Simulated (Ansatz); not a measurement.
**V2InC (P6₃/mmc, No. 194, 8 atoms in the cell; start mp-20983)**

Level of theory: PBEsol (Ansatz, an electronic-structure program, PAW).

Run with plane-wave cutoff 520 eV, 24×24×4 k mesh (along the axes of the cell as run), Fermi–Dirac smearing 0.05 eV, no spin polarisation, scalar-relativistic PAW data made under PBE.

Cell (relaxed at this level):

```yaml
crystal:
  lattice:
    - [2.98587, 0.00000, 0.00000]
    - [-1.49294, 2.58584, 0.00000]
    - [0.00000, 0.00000, 13.43408]
  atoms:
    - { symbol: V, position: [0.33333, 0.66667, 0.07791] }
    - { symbol: V, position: [0.66667, 0.33333, 0.92209] }
    - { symbol: V, position: [0.66667, 0.33333, 0.57791] }
    - { symbol: V, position: [0.33333, 0.66667, 0.42209] }
    - { symbol: In, position: [0.33333, 0.66667, 0.75000] }
    - { symbol: In, position: [0.66667, 0.33333, 0.25000] }
    - { symbol: C, position: [0.00000, 0.00000, 0.00000] }
    - { symbol: C, position: [0.00000, 0.00000, 0.50000] }
```

| Property | Value |
|---|---|
| bulk modulus | 171 GPa |

Note: the run has no spin polarisation, so it can have missed a magnetic state; the bulk modulus is −V dP/dV from two relaxed cells at ±2 % in volume; the relaxation could not lower the start's symmetry, so the cell can be a saddle point above a distorted one.

Spin–orbit coupling is not included; it can open a gap where bands touch, and shift volumes and moduli.

Computed values are for the static lattice.

The result took about 7 core-minutes (a rough figure).

A start named mp-… is a Materials Project structure, which need not be a measured phase.
